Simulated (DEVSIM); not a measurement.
Structure: abrupt InP n-p junction, at 350 K.

Layer 1 from the left is InP, thickness (μm) 41.0, Nd (cm⁻³) 2.1e15, τn (s) 1e-8, τp (s) 3e-10. Layer 2 from the left is InP, thickness (μm) 6.20, Na (cm⁻³) 1.2e17, τn (s) 1e-8, τp (s) 1e-8.

Left contact: ohmic. Right contact: ohmic. Voltage is applied to the left contact. Recombination: SRH at mid-gap, radiative. Mobility is μmin + (μ − μmin)/(1 + (N/Nref)^α).

Constants are typed, rounded textbook-type inputs, not results; the design itself was drawn at random and stands for no fabricated device. Values at 300 K; Nc and Nv go as T^1.5, mobilities as T to minus their exponent, the gap by Varshni's rule with the affinity fixed.

InP: gap (eV) 1.344, affinity (eV) 4.38, permittivity 12.5, Nc (cm⁻³) 5.7e17, Nv (cm⁻³) 1.1e19, μn (cm²/Vs) 5200, μp (cm²/Vs) 170, μn,min 400, μp,min 10, Nref,n 3e17, Nref,p 4.9e17, αn 0.47, αp 0.62, T exponent of μn 2, T exponent of μp 2, B (cm³/s) 1.2e-10, Varshni α (eV/K) 0.000363, Varshni β (K) 162.

Problem. Estimate by hand the built-in potential, the peak field at zero bias, the capacitance at 0.6 V, and compare with a numerical solution.

Solution. 
- Built-in potential: ni = √(Nc Nv) exp(−Eg/2kT) = 8.69e8 cm⁻³ with Eg = 1.328 eV; Vbi = kT/q ln(Na Nd/ni²) = 1.009 V; numerical 1.009 V.
- Peak field at zero bias: depletion approximation: W = √(2εVbi/(qN)) = 0.822 μm with N = 2.06e15 cm⁻³; field = 2Vbi/W = 24500 V/cm; numerical 28100 V/cm (estimate below by 13 %).
- Capacitance at 0.6 V: C = √(qεN / 2(Vbi + |V|)) = 10.7 nF/cm²; numerical 10.9 nF/cm² (estimate below by 2.3 %).

Model (solved in DEVSIM): 1D drift-diffusion, Boltzmann statistics, complete ionisation; no tunnelling, impact ionisation, image-force lowering or self-heating.
